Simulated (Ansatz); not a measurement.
We consider WS₂ (R3m, No. 160, 3 atoms in the cell; start mp-9813; a measured phase of this formula has another space group), described by r²SCAN+rVV10 (Ansatz, an electronic-structure program, PAW).

Numerical settings: plane-wave cutoff 500 eV, 14×14×14 k mesh, Fermi–Dirac smearing 0.05 eV, no spin polarisation, scalar-relativistic PAW data made under PBE.

Cell (relaxed at this level):

```xyz
3
Lattice="1.5858 0.9156 6.2418 -1.5858 0.9156 6.2418 0.0000 -1.8312 6.2418" Properties=species:S:1:pos:R:3 pbc="T T T"
W      0.0000     0.0000     0.0124
S      0.0000     0.0000     7.8163
S      0.0000     0.0000     4.6929
```

Question: Predict the band gap.

Answer: 
- band gap: 1.21 eV (on the SCF k mesh)

Note: the relaxation could not lower the start's symmetry, so the cell can be a saddle point above a distorted one.

Spin–orbit coupling is not included.

Computed values are for the static lattice.

Cost on a shared machine: very roughly 2.4 core-minutes.

A start named mp-… is a Materials Project structure, which need not be a measured phase.
